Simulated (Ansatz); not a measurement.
Start from BN in the rock salt structure (space group Fm-3m, No. 225; a hypothetical phase, not in the database extracts checked).

```
CELL_PARAMETERS angstrom
      0.00000     1.74136     1.74136
      1.74136     0.00000     1.74136
      1.74136     1.74136     0.00000
ATOMIC_POSITIONS crystal
  N  0.00000 0.00000 0.00000
  B  0.50000 0.50000 0.50000
```

Cartesian axes are those of the cell as printed.

The values are results of PBEsol (Ansatz, a quantum-chemistry and plane-wave program), scalar-relativistic without spin-orbit coupling, not measurements.

Now apply this change: every lattice vector is stretched by 2.47 %, atoms relaxed at fixed cell.

Problem. Predict the stress tensor and what it implies for the stiffness.

Solution. Stress of the strained cell less that of the base (GPa, compression positive):
```
 -25.34    0.00    0.00
   0.00  -25.34    0.00
   0.00    0.00  -25.34
```

Then B = −ΔP/(ΔV/V₀) with ΔV/V₀ = 0.0759 gives secant stiffness values (nonlinear terms included at this strain): B ≈ 334 GPa.

As a check, the harmonic strain energy −½ V₀ Δσ:ε is 31 meV/atom; the computed energy rise is 34 meV/atom.

No phonon test of stability was made.
